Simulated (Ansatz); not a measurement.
# A computed series for ZnO: response to strain

The parent structure is ZnO in the wurtzite structure (space group P6_3mc, No. 186; a = 3.1869 Å, c = 5.1526 Å). Axes: x lies along a and z along c of the hexagonal cell.

Strains are applied to the cell and any free atomic positions relax; under biaxial strain the out-of-plane vector relaxes too.

Method: DFT with LDA, PAW potentials and a 420 eV plane-wave cutoff in Ansatz (a quantum-chemistry and plane-wave program), spin-orbit coupling left out.

Candidates:
(a) biaxial strain +3.00 %, plane normal [001], relaxed out of plane
(b) biaxial strain +2.40 %, plane normal [001], relaxed out of plane
(c) biaxial strain +0.60 %, plane normal [001], relaxed out of plane

Problem. Order them by out-of-plane strain, highest first.

Solution. (c) biaxial strain +0.60 %, plane normal [001], relaxed out of plane (-0.62 %), (b) biaxial strain +2.40 %, plane normal [001], relaxed out of plane (-2.59 %), (a) biaxial strain +3.00 %, plane normal [001], relaxed out of plane (-3.28 %)

Whether these cells are dynamically stable was not tested.
